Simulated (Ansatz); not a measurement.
Antifluorite Be2C, treated with G0W0@HSE06 in Ansatz (hard PAW, contour deformation).

The cell has the measured lattice parameters. Conventional cell: a = 4.3400 Å, b = 4.3400 Å, c = 4.3400 Å, α = 90.00°, β = 90.00°, γ = 90.00°.

One run with a 6×6×6 mesh, response cutoff 150 eV and 157 empty bands, not extrapolated in mesh or basis; no spin–orbit coupling.

Some levels at Γ in eV, each set counted from its highest filled level:

| row | degeneracy | HSE06 | quasiparticle |
|---|---|---|---|
| 1 | 1 | -16.63 | ___ |
| 2 | 3 | 0.00 | 0.00 |
| 3 | 2 or more | 5.11 | ___ |

### Question
What belongs in the gaps?

### Answer

- 1, quasiparticle: -15.89
- 3, quasiparticle: 5.57

Levels within 5 meV count as one row.

Note: GW on a hybrid start was not checked against another program; cell and atoms aren't relaxed at this level.

Ansatz is a quantum-chemistry and plane-wave program.
